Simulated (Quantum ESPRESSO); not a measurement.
How a calculation on YC₂ (I4/mmm, 3 atoms in the cell) responds to its settings

```
YC2
1.0
   -1.83685     1.83685     3.09306
    1.83685    -1.83685     3.09306
    1.83685     1.83685    -3.09306
Y C
1 2
Cartesian
  0.00000   0.00000   0.00000
  0.00000   0.00000   3.74068
  0.00000   0.00000   2.44544
```

Base run A: PBEsol, PSlibrary ultrasoft (PBE) pseudopotentials run with Quantum ESPRESSO 7.5, self-consistent single point.

Its settings: ecutwfc = 45 Ry; ecutrho = 360 Ry; occupations = smearing; smearing = cold; degauss = 0.0036749 Ry; input_dft = pbesol; potentials = {Y: Y.pbe-spn-rrkjus_psl.1.0.0.UPF, C: C.pbe-n-rrkjus_psl.1.0.0.UPF}; K_POINTS = automatic 10 10 10 0 0 0; conv_thr = 1e-09 Ry; mixing_beta = 0.3.

The starting cell comes from a database of computed structures (which also holds hypothetical and non-ambient phases and stackings), without a prior relaxation at this level. In the base run, with a pressure of about -3 GPa the cell is away from its equilibrium volume at this level.

Total energies depend on the potentials, the functional and any Hubbard or dispersion term, so they are compared only between runs that share all of them.

```csv
run,change,pressure (GPa),largest force (eV/Å)
A,base,-3.14,0.297
B,"ecutrho: 360 Ry → 405 Ry; input_dft: pbesol → default; pseudopotentials: {Y: Y.pbe-spn-rrkjus_psl.1.0.0.UPF, C: C.pbe-n-rrkjus_psl.1.0.0.UPF} → {Y: Y.pz-spn-rrkjus_psl.1.0.0.UPF, C: C.pz-n-rrkjus_psl.1.0.0.UPF} [LDA (PZ)]",-6.53,0.114
C,input_dft: pbesol → blyp [BLYP],5.13,0.063
D,input_dft: pbesol → wc [Wu-Cohen GGA],-2.99,0.219
E,input_dft: pbesol → vdw-df2 [vdW-DF2],7.54,0.012
F,input_dft: pbesol → vdw-df-cx [vdW-DF-cx],-2.43,0.337
G,input_dft: pbesol → rvv10 [rVV10],2.78,0.287
```

Run E against A: The pressure goes from -3.14 to 7.54 GPa and the largest force goes from 0.297 to 0.012 eV/Å.

Run G against A: The pressure goes from -3.14 to 2.78 GPa and the largest force goes from 0.297 to 0.287 eV/Å.

Left out of this page: 3 runs of the series held back from this collection.
